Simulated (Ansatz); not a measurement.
Results of HSE06 in Ansatz (plane waves, PAW) for InSb (model structure, started from the BN type, Pm-3n, No. 223, 12 atoms in the cell).

Numerical settings: plane-wave cutoff 460 eV, 4×4×4 k mesh, Fermi–Dirac smearing 0.01 eV, scalar-relativistic PAW data made under PBE.

Cell (relaxed with PBEsol):

```
InSb
1.0
    8.04474     0.00000     0.00000
    0.00000     8.04474     0.00000
    0.00000     0.00000     8.04474
In Sb
6 6
Direct
  0.25000   0.00000   0.50000
  0.50000   0.25000   0.00000
  0.50000   0.75000   0.00000
  0.75000   0.00000   0.50000
  0.00000   0.50000   0.75000
  0.00000   0.50000   0.25000
  0.25000   0.50000   0.00000
  0.00000   0.25000   0.50000
  0.00000   0.75000   0.50000
  0.75000   0.50000   0.00000
  0.50000   0.00000   0.75000
  0.50000   0.00000   0.25000
```

Problem. Predict the band gap.

Solution. 
- band gap = 0.26 eV (on the SCF k mesh)

Note: the relaxation could raise the start's symmetry but not lower it, so the cell can be a saddle point; cell and atoms aren't relaxed at this level (pressure 0.3 GPa).

Spin–orbit coupling is not included; it can close the smallest gap of 0.26 eV.

A model structure was made by putting elements into a prototype or built by hand; it is no filed structure, need not be a known phase, and can be a saddle point held by its symmetry.

Ansatz is an electronic-structure program.
